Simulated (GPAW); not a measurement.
Input and output of a self-consistent single point for RbBr (Fm-3m, 2 atoms in the cell) (GPAW).

Level of theory: PBE, GPAW PAW datasets PBE (gpaw-data 1.0.1) (plane waves; GPAW).

The change in words: lattice scaled by 0.98. Reference geometry:
```
RbBr
1.0
    0.00000     3.45249     3.45249
    3.45249     0.00000     3.45249
    3.45249     3.45249     0.00000
Rb Br
1 1
Direct
  0.00000   0.00000   0.00000
  0.50000   0.50000   0.50000
```

Reference input (self-consistent single point, DFT PBE, plane waves, GPAW PAW datasets PBE (gpaw-data 1.0.1)): mode = pw; ecut = 550 eV; xc = PBE; kpts = 7 7 7; mesh shift (steps) = 0 0 0; occupations.name = fixed-uniform; nbands = -8; convergence.bands = -6; symmetry.symmorphic = false; symmetry.tolerance = 0.0005; maxiter = 150. This run's input differs from it in these lines:

```diff
@@ -5,5 +5,5 @@
 atoms = Atoms(['Rb', 'Br'],
-              cell=[[0.000000, 3.452494, 3.452494],
-                    [3.452494, 0.000000, 3.452494],
-                    [3.452494, 3.452494, 0.000000]],
+              cell=[[0.000000, 3.383444, 3.383444],
+                    [3.383444, 0.000000, 3.383444],
+                    [3.383444, 3.383444, 0.000000]],
               scaled_positions=[[0.000000, 0.000000, 0.000000],
```

The program printed (abridged):

```
     iter     time        total  log10-change:
                         energy   eigst   dens
iter:   1 --:--:--    -6.155591   +1.11
iter:   2 --:--:--    -6.126567   +0.11  -1.30
iter:   3 --:--:--    -6.010096   -0.90  -1.33
iter:   4 --:--:--    -6.010530   -2.19  -1.63
iter:   5 --:--:--    -6.026632   -2.55  -1.62
iter:   6 --:--:--    -6.025048   -3.11  -1.99
iter:   7 --:--:--    -6.023991c  -4.40  -2.45
iter:   8 --:--:--    -6.023956c  -5.11  -2.90
iter:   9 --:--:--    -6.023932c  -6.17  -3.16
iter:  10 --:--:--    -6.023946c  -5.32  -3.31
iter:  11 --:--:--    -6.023946c  -6.94  -4.28c
iter:  12 --:--:--    -6.023946c  -7.97c -4.48c
Converged after 12 iterations.

Dipole moment: (-0.000000, 0.000000, 0.000000) |e|*Ang

Energy contributions relative to reference atoms: (reference = -152005.600152)

Kinetic:        +11.617424
Potential:      -10.713297
External:        +0.000000
XC:              -6.870115
Entropy (-ST):   +0.000000
Local:           -0.057958
SIC:             +0.000000
--------------------------
Free energy:     -6.023946
Extrapolated:    -6.023946

Showing only first 2 kpts
 Kpt  Band  Eigenvalues  Occupancy
  0     6      0.13350    2.00000
  0     7      0.13350    2.00000
  0     8      4.60063    0.00000
  0     9      7.42536    0.00000

  1     6      0.08920    2.00000
  1     7      0.08920    2.00000
  1     8      5.19578    0.00000
  1     9      6.93003    0.00000

Fermi level: 2.36707

Gap: 4.467 eV
Transition (v -> c):
  (s=0, k=0, n=7, [0.00, 0.00, 0.00]) -> (s=0, k=0, n=8, [0.00, 0.00, 0.00])
No difference between direct/indirect transitions
Energy (eV): -6.023946

Forces in eV/Ang:
  0 Rb    0.00000   -0.00000   -0.00000
  1 Br   -0.00000   -0.00000   -0.00000

Stress tensor:
    -0.010736     0.000000     0.000000
     0.000000    -0.010736    -0.000000
     0.000000    -0.000000    -0.010736
Stress (GPa, Voigt): [-1.7201 -1.7201 -1.7201 -0.      0.      0.    ]
```

The run converged in 12 iterations. GPAW prints stress with tension positive. Against the reference run the free energy goes up by 17.8 meV/atom, the pressure goes from 0.67 to 1.72 GPa and the gap on the mesh goes from 4.311 to 4.467 eV.

The starting cell comes from a database of computed structures (which also holds hypothetical and non-ambient phases and stackings), without a prior relaxation at this level. Its lattice was rescaled by a random factor within 2.5 % of one. For this run, on top of that: lattice scaled by 0.98.
